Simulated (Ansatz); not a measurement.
Start from HgTe in the zinc blende structure (space group F-43m, No. 216; a = 6.651 Å).

All numbers come from PBE, PAW, 420 eV (Ansatz, a program for electronic structure; no spin-orbit coupling), earlier PAW set.

Before the change:

- Lattice parameter a = 6.651 Å

One thing is altered: a hydrostatic pressure of 1.8 GPa.

Problem. Predict the new lattice parameter a.

Solution. The lattice parameter a drops by 0.1025 Å, from 6.651 Å to 6.548 Å.

Load acts through the strain it causes; cell and atoms are relaxed under it. Stability against distortions was not tested. The final runs are not spin-polarised.
